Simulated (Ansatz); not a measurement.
The reference is Bi$_{2}$Te$_{3}$ in the Bi2Te3 type structure (space group R-3m, No. 166; a = 4.387 Å, c = 30.286 Å (hexagonal axes)). Axes: x lies along a and z along c of the hexagonal cell.

Method: PBE-D3(BJ), PAW, 420 eV (Ansatz, a program for electronic structure; no spin-orbit coupling).

It is then changed as follows: the cell is stretched by 4.71 % along z with no lateral relaxation; the atoms relax in the strained cell.

Predict the stress tensor and what it implies for the stiffness.

Stress of the strained cell less that of the base (GPa, compression positive):
```
  -0.85    0.00    0.00
   0.00   -0.85    0.00
   0.00    0.00   -1.50
```

Then −Δσ_ii/ε with ε = 0.0471 gives secant stiffness values (nonlinear terms included at this strain): C33 ≈ 32 GPa, C13 ≈ 18 GPa and C23 ≈ 18 GPa.

As a check, the harmonic strain energy −½ V₀ Δσ:ε is 7.4 meV/atom; the computed energy rise is 8.7 meV/atom.

No phonon test of stability was made.
